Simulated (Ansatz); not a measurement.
Defect: In-vacancy pair (In on one host Zr site, one O site vacant) in cubic BaZrO3, charge state +1. Level of theory: PBE, PAW (plane waves to 420 eV; Ansatz, a program for electronic structure).

Settings: 60 host sites, the relaxed PBE lattice, the Γ point alone, smearing 0.01 eV, spin-restricted, no image-charge correction. Energies are static. Spin-orbit coupling is left out. The host phase is not the lowest at 0 K, so the defect can set off distortions of the whole cell. The charge state is imposed; whether it is stable for some Fermi level was not computed. Forms of the defect that were not tried may lie lower.

Barriers: single points on a 2×2×2 k-point mesh shifted by half a step at the bands' geometries (they differ from the bands' own by up to 0.22 eV, and are uncertain by about as much).

Relaxed starting cell (atoms counted from 1):

```yaml
crystal:
  lattice:
    - [8.45454, 0.00000, 0.00000]
    - [0.00000, 8.45454, 0.00000]
    - [0.00000, 0.00000, 12.68181]
  atoms:
    - { symbol: Ba, position: [0.98453, 0.99457, 0.00208] }
    - { symbol: Ba, position: [0.99722, 0.99370, 0.34369] }
    - { symbol: Ba, position: [0.99812, 0.98581, 0.67254] }
    - { symbol: Ba, position: [0.98613, 0.48416, 0.00430] }
    - { symbol: Ba, position: [0.99227, 0.48566, 0.34232] }
    - { symbol: Ba, position: [0.99839, 0.48973, 0.67591] }
    - { symbol: Ba, position: [0.51001, 0.99444, 0.00283] }
    - { symbol: Ba, position: [0.49832, 0.99394, 0.34410] }
    - { symbol: Ba, position: [0.49561, 0.98626, 0.67065] }
    - { symbol: Ba, position: [0.50595, 0.48175, 0.00563] }
    - { symbol: Ba, position: [0.50424, 0.48591, 0.34261] }
    - { symbol: Ba, position: [0.49510, 0.48944, 0.67632] }
    - { symbol: In, position: [0.24799, 0.25417, 0.17016] }
    - { symbol: Zr, position: [0.24729, 0.24113, 0.50691] }
    - { symbol: Zr, position: [0.24587, 0.23530, 0.84079] }
    - { symbol: Zr, position: [0.24772, 0.73286, 0.17080] }
    - { symbol: Zr, position: [0.24730, 0.73750, 0.50737] }
    - { symbol: Zr, position: [0.24608, 0.74269, 0.84533] }
    - { symbol: Zr, position: [0.74824, 0.24055, 0.17417] }
    - { symbol: Zr, position: [0.74757, 0.23980, 0.50837] }
    - { symbol: Zr, position: [0.74563, 0.24004, 0.83777] }
    - { symbol: Zr, position: [0.74757, 0.74725, 0.17384] }
    - { symbol: Zr, position: [0.74739, 0.74041, 0.50783] }
    - { symbol: Zr, position: [0.74465, 0.73914, 0.83968] }
    - { symbol: O, position: [0.25311, 0.00309, 0.50857] }
    - { symbol: O, position: [0.25293, 0.00335, 0.80716] }
    - { symbol: O, position: [0.24883, 0.50459, 0.16192] }
    - { symbol: O, position: [0.25019, 0.50569, 0.46949] }
    - { symbol: O, position: [0.25894, 0.50566, 0.84762] }
    - { symbol: O, position: [0.74826, 0.00163, 0.14618] }
    - { symbol: O, position: [0.74942, 0.00370, 0.48508] }
    - { symbol: O, position: [0.76183, 0.00205, 0.83203] }
    - { symbol: O, position: [0.74778, 0.50413, 0.15586] }
    - { symbol: O, position: [0.75150, 0.50388, 0.48948] }
    - { symbol: O, position: [0.75606, 0.50286, 0.81788] }
    - { symbol: O, position: [0.99530, 0.24674, 0.16585] }
    - { symbol: O, position: [0.99913, 0.27440, 0.50199] }
    - { symbol: O, position: [0.00297, 0.27416, 0.83703] }
    - { symbol: O, position: [0.00423, 0.78489, 0.16407] }
    - { symbol: O, position: [0.00031, 0.76902, 0.49622] }
    - { symbol: O, position: [0.00320, 0.76503, 0.82932] }
    - { symbol: O, position: [0.50131, 0.24623, 0.16623] }
    - { symbol: O, position: [0.49957, 0.27621, 0.50261] }
    - { symbol: O, position: [0.50007, 0.26994, 0.83575] }
    - { symbol: O, position: [0.49300, 0.78505, 0.16448] }
    - { symbol: O, position: [0.49900, 0.76666, 0.49531] }
    - { symbol: O, position: [0.50049, 0.77122, 0.82933] }
    - { symbol: O, position: [0.25056, 0.21175, 0.00288] }
    - { symbol: O, position: [0.24854, 0.21660, 0.33372] }
    - { symbol: O, position: [0.24898, 0.27407, 0.66751] }
    - { symbol: O, position: [0.24983, 0.79116, 0.00474] }
    - { symbol: O, position: [0.24857, 0.78437, 0.32509] }
    - { symbol: O, position: [0.25050, 0.72438, 0.66577] }
    - { symbol: O, position: [0.74901, 0.26196, 0.99683] }
    - { symbol: O, position: [0.74898, 0.25365, 0.33349] }
    - { symbol: O, position: [0.75032, 0.24127, 0.66752] }
    - { symbol: O, position: [0.75026, 0.73866, 0.99751] }
    - { symbol: O, position: [0.75043, 0.74754, 0.33030] }
    - { symbol: O, position: [0.74971, 0.75923, 0.66516] }
```
Cell charge +1.

End state 1 differs by these moves (Å; atoms that move under 0.15 Å are left out):

```json
[
 {"atom": "1", "element": "Ba", "Δx": "0.14", "Δy": "0.06", "Δz": "0.04"},
 {"atom": "2", "element": "Ba", "Δx": "0.03", "Δy": "0.08", "Δz": "-0.15"},
 {"atom": "3", "element": "Ba", "Δx": "-0.01", "Δy": "0.10", "Δz": "-0.18"},
 {"atom": "5", "element": "Ba", "Δx": "0.09", "Δy": "-0.07", "Δz": "-0.17"},
 {"atom": "6", "element": "Ba", "Δx": "0.02", "Δy": "-0.05", "Δz": "-0.19"},
 {"atom": "8", "element": "Ba", "Δx": "0.10", "Δy": "0.04", "Δz": "-0.18"},
 {"atom": "9", "element": "Ba", "Δx": "0.15", "Δy": "0.07", "Δz": "-0.07"},
 {"atom": "11", "element": "Ba", "Δx": "0.02", "Δy": "-0.04", "Δz": "-0.20"},
 {"atom": "12", "element": "Ba", "Δx": "0.14", "Δy": "-0.02", "Δz": "-0.11"},
 {"atom": "16", "element": "Zr", "Δx": "0.03", "Δy": "0.10", "Δz": "0.14"},
 {"atom": "18", "element": "Zr", "Δx": "0.05", "Δy": "0.01", "Δz": "-0.34"},
 {"atom": "22", "element": "Zr", "Δx": "0.04", "Δy": "-0.03", "Δz": "-0.17"},
 {"atom": "23", "element": "Zr", "Δx": "0.07", "Δy": "0.00", "Δz": "-0.16"},
 {"atom": "24", "element": "Zr", "Δx": "0.13", "Δy": "0.05", "Δz": "-0.07"},
 {"atom": "25", "element": "O", "Δx": "-0.10", "Δy": "0.00", "Δz": "0.13"},
 {"atom": "26", "element": "O", "Δx": "-0.11", "Δy": "-0.06", "Δz": "0.52"},
 {"atom": "28", "element": "O", "Δx": "-0.22", "Δy": "-0.01", "Δz": "0.37"},
 {"atom": "29", "element": "O", "Δx": "-0.15", "Δy": "0.08", "Δz": "0.21"},
 {"atom": "30", "element": "O", "Δx": "0.06", "Δy": "-0.08", "Δz": "0.53"},
 {"atom": "31", "element": "O", "Δx": "-0.13", "Δy": "0.00", "Δz": "0.31"},
 {"atom": "32", "element": "O", "Δx": "-0.31", "Δy": "0.01", "Δz": "0.07"},
 {"atom": "33", "element": "O", "Δx": "0.03", "Δy": "-0.05", "Δz": "0.33"},
 {"atom": "34", "element": "O", "Δx": "-0.01", "Δy": "0.00", "Δz": "0.36"},
 {"atom": "35", "element": "O", "Δx": "-0.23", "Δy": "0.02", "Δz": "0.28"},
 {"atom": "39", "element": "O", "Δx": "0.03", "Δy": "-0.36", "Δz": "-0.28"},
 {"atom": "41", "element": "O", "Δx": "-0.01", "Δy": "-0.05", "Δz": "0.33"},
 {"atom": "45", "element": "O", "Δx": "0.01", "Δy": "-0.34", "Δz": "-0.24"},
 {"atom": "47", "element": "O", "Δx": "-0.14", "Δy": "-0.11", "Δz": "0.33"},
 {"atom": "48", "element": "O", "Δx": "-0.05", "Δy": "0.31", "Δz": "-0.07"},
 {"atom": "51", "element": "O", "Δx": "-0.02", "Δy": "1.61", "Δz": "1.86"},
 {"atom": "52", "element": "O", "Δx": "0.00", "Δy": "-0.17", "Δz": "0.14"},
 {"atom": "54", "element": "O", "Δx": "0.04", "Δy": "-0.15", "Δz": "0.05"},
 {"atom": "57", "element": "O", "Δx": "-0.03", "Δy": "0.19", "Δz": "0.06"}
]
```

### Question
Give the forward and backward barriers to end state 1 at the level PBE, PAW.

### Answer
forward 0.60 eV, backward 0.16 eV; at the saddle point atom 51 has neighbours Zr at 1.95 Å. The saddle point's order was not checked.
